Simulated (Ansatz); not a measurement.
Results of LDA (plane waves, PAW; Ansatz, an electronic-structure program) for Be3Mo (model structure, started from the Cu3Au type, Pm-3m, No. 221, 4 atoms in the cell).

Run with plane-wave cutoff 520 eV, 16×16×16 k mesh, Fermi–Dirac smearing 0.05 eV, no spin polarisation, scalar-relativistic PAW data made under PBE.

Cell (relaxed at this level):

Space group Pm-3m (No. 221); a = b = c = 3.3779 Å, α = β = γ = 90.00°

```csv
atom,site,symmetry,x,y,z
Be,3c,4/mm.m,0.0000,0.5000,0.5000
Mo,1a,m-3m,0.0000,0.0000,0.0000
```

Question: What does this level give for the bulk modulus?

Answer: 
* **bulk modulus**: 186 GPa

Note: the run has no spin polarisation, so it can have missed a magnetic state; the bulk modulus is −V dP/dV from two relaxed cells at ±2 % in volume; the relaxation could raise the start's symmetry but not lower it, so the cell can be a saddle point.

Computed values are for the static lattice.

A model structure was made by putting elements into a prototype or built by hand; it is no filed structure, need not be a known phase, and can be a saddle point held by its symmetry.
